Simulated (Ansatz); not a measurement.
By PBEsol, the system below comes out a metal.

The ballistic (Sharvin) conductance counts the channels at the Fermi level: G/A = (e²/h) × channels of both spins per area.

Data:

```yaml
crystal:
  lattice:
    - [2.95847, 0.00000, 0.00000]
    - [-1.47924, 2.56211, 0.00000]
    - [0.00000, 0.00000, 5.88593]
  atoms:
    - { symbol: Cd, position: [0.33333, 0.66667, 0.25000] }
    - { symbol: Cd, position: [0.66667, 0.33333, 0.75000] }
```

The cell is taken as given; by PBEsol it stands under a pressure of -2.2 GPa.

The current flows along the normal of the first two printed cell vectors, the (001) plane of the conventional cell. No spin-orbit coupling; the value is a mean over 0.1 eV about the Fermi level.

### Question
Predict the ballistic conductance per area from PBEsol (Ansatz, a program for electronic structure).

### Answer
0.60 × 10¹⁵ S/m² for both spins.
